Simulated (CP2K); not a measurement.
A self-consistent single point of BaC2 (I4/mmm, 3 atoms in the cell) with CP2K

Computed with CP2K 2026.2 with PBEsol, GPW, DZVP-MOLOPT-SR-GTH basis, GTH-PBE potentials (GTH_POTENTIALS).

This input was run:

```
&GLOBAL
  PROJECT bulk
  RUN_TYPE ENERGY_FORCE
  PRINT_LEVEL LOW
&END GLOBAL
&FORCE_EVAL
  METHOD Quickstep
  STRESS_TENSOR ANALYTICAL
  &DFT
    BASIS_SET_FILE_NAME BASIS_MOLOPT
    POTENTIAL_FILE_NAME GTH_POTENTIALS
    &QS
      METHOD GPW
      EPS_DEFAULT 1E-10
    &END QS
    &MGRID
      CUTOFF 500
      REL_CUTOFF 60
      NGRIDS 5
    &END MGRID
    &SCF
      SCF_GUESS ATOMIC
      EPS_SCF 1E-6
      MAX_SCF 100
      ADDED_MOS 4
      &DIAGONALIZATION
        ALGORITHM STANDARD
      &END DIAGONALIZATION
      &MIXING
        METHOD BROYDEN_MIXING
        ALPHA 0.2
        NBUFFER 8
      &END MIXING
      &SMEAR ON
        METHOD FERMI_DIRAC
        ELECTRONIC_TEMPERATURE [K] 580.23
      &END SMEAR
    &END SCF
    &KPOINTS
      SCHEME MONKHORST-PACK 6 6 6
      GAMMA_CENTERED T
    &END KPOINTS
    &XC
      &XC_FUNCTIONAL
        &PBE
          PARAMETRIZATION PBESOL
        &END PBE
      &END XC_FUNCTIONAL
    &END XC
    &PRINT
      &MO
        EIGENVALUES T
        OCCUPATION_NUMBERS T
        NDIGITS 8
        FILENAME mo
        &EACH
          QS_SCF 0
        &END EACH
        ADD_LAST NUMERIC
      &END MO
      &MULLIKEN OFF
      &END MULLIKEN
    &END PRINT
  &END DFT
  &SUBSYS
    &CELL
      A 4.76216700 0.00000000 0.00000000
      B 0.72688900 4.70636500 0.00000000
      C -2.74452800 -2.35318200 3.09973100
      PERIODIC XYZ
    &END CELL
    &COORD
      Ba       0.00000000     0.00000000     0.00000000
      C        3.22213076     2.76268332     0.00000000
      C        2.26692524     1.94368168     0.00000000
    &END COORD
    &KIND Ba
      BASIS_SET DZVP-MOLOPT-SR-GTH-q10
      POTENTIAL GTH-PBE-q10
    &END KIND
    &KIND C
      BASIS_SET DZVP-MOLOPT-SR-GTH-q4
      POTENTIAL GTH-PBE-q4
    &END KIND
  &END SUBSYS
  &PRINT
    &FORCES ON
    &END FORCES
    &STRESS_TENSOR ON
    &END STRESS_TENSOR
  &END PRINT
&END FORCE_EVAL
```

Log, with long lists cut:

```
 GLOBAL| Method name                                                        CP2K
 GLOBAL| Project name                                                       bulk
 GLOBAL| Run type                                                   ENERGY_FORCE

 TOTAL NUMBERS AND MAXIMUM NUMBERS

  Total number of            - Atomic kinds:                                   2
                             - Atoms:                                          3
                             - Shell sets:                                     3
                             - Shells:                                        16
                             - Primitive Cartesian functions:                 16
                             - Cartesian basis functions:                     43
                             - Spherical basis functions:                     40

  Maximum angular momentum of- Orbital basis functions:                        2
                             - Local part of the GTH pseudopotential:          2
                             - Non-local part of the GTH pseudopotential:      3

 SCF PARAMETERS         Density guess:                                    ATOMIC
                        max_scf:                                             100
                        max_diis:                                              4
                        eps_scf:                                        1.00E-06
                        eps_diis:                                       1.00E-01
                        eps_eigval:                                     1.00E-05
                        level_shift [a.u.]:                             0.000000
                        added MOs                                         4    0
                        Mixing method:                            BROYDEN_MIXING
                                                charge density mixing in g-space
                        Smear method:                                FERMI_DIRAC
                        Electronic temperature [K]:                        580.2
                        Electronic temperature [a.u.]:                  1.84E-03
                        Accuracy threshold:                             1.00E-10
                        No outer SCF

 Extrapolation method: initial_guess

 Number of electrons:                                                         18
 Number of occupied orbitals:                                                  9
 Number of molecular orbitals:                                                13

 Number of orbital functions:                                                 40
 Number of independent orbital functions:                                     40

 SCF WAVEFUNCTION OPTIMIZATION

  Step     Update method      Time    Convergence         Total energy    Change
     1 NoMix/Diag. 0.20E+00      -     1.72969990       -36.6596395290 -3.67E+01
     2 Broy./Diag. 0.20E+00      -     0.03424574       -36.0740649366  5.86E-01
     3 Broy./Diag. 0.20E+00      -     0.05453085       -36.5017425871 -4.28E-01
     4 Broy./Diag. 0.20E+00      -     0.01748017       -36.7540064759 -2.52E-01
     5 Broy./Diag. 0.20E+00      -     0.00770965       -36.7004999391  5.35E-02
     6 Broy./Diag. 0.20E+00      -     0.00055677       -36.7468467684 -4.63E-02
     7 Broy./Diag. 0.20E+00      -     0.00085679       -36.7454631544  1.38E-03
     8 Broy./Diag. 0.20E+00      -     0.00010780       -36.7491812692 -3.72E-03
     9 Broy./Diag. 0.20E+00      -     0.00005010       -36.7496013631 -4.20E-04
    10 Broy./Diag. 0.20E+00      -     0.00001949       -36.7499692951 -3.68E-04
    11 Broy./Diag. 0.20E+00      -     0.00001158       -36.7499864310 -1.71E-05
    12 Broy./Diag. 0.20E+00      -     0.00000042       -36.7499817346  4.70E-06

  *** SCF run converged in    12 steps ***

  Electronic density on regular grids:        -17.9999999997        0.0000000003
  Core density on regular grids:               17.9999999980       -0.0000000020
  Total charge density on r-space grids:       -0.0000000018
  Total charge density g-space grids:          -0.0000000018

  Overlap energy of the core charge distribution:               0.00000456658228
  Self energy of the core charge distribution:                -78.90979210795230
  Core Hamiltonian energy:                                     18.22430539268416
  Hartree energy:                                              30.97592028423979
  Exchange-correlation energy:                                 -7.04041986838641
  Electronic entropic energy:                                  -0.00000000175464
  Fermi energy:                                                 0.16447566733364

  Total energy:                                               -36.74998173458710
  Total energy (extrapolated to T->0):                        -36.74998173370978

 ENERGY| Total FORCE_EVAL ( QS ) energy [hartree]            -36.749971321001134

 FORCES| Atomic forces [hartree/bohr]
 FORCES|   Atom     x               y               z               |f|
 FORCES|      1  8.61189726E-10  7.98464981E-10  4.31337126E-14   1.17439094E-09
 FORCES|      2  1.19431745E-02  1.02402045E-02  4.34685656E-09   1.57321710E-02
 FORCES|      3 -1.19431753E-02 -1.02402053E-02 -4.34685794E-09   1.57321722E-02
 FORCES| Sum    -7.31133903E-14 -1.62994618E-14  4.17541840E-14
 FORCES| Total atomic force                                       8.57592688E-14

 STRESS| Analytical stress tensor [bar]
 STRESS|                        x                   y                   z
 STRESS|      x       -2.24448754995E+02   1.24299836953E+04   9.33818579834E-03
 STRESS|      y        1.24299836953E+04  -4.06400119250E+03  -2.80428618082E-02
 STRESS|      z        9.33818579834E-03  -2.80428618082E-02  -1.47214686140E+04
 STRESS| 1/3 Trace                                            -6.33663952048E+03
```

The run converged in 12 iterations.

The starting cell comes from a database of computed structures (which also holds hypothetical and non-ambient phases and stackings), without a prior relaxation at this level. Its lattice was rescaled by a random factor within 2.5 % of one. Values carry the incompleteness of an atom-centred basis. The potentials were made for another functional than the one used.
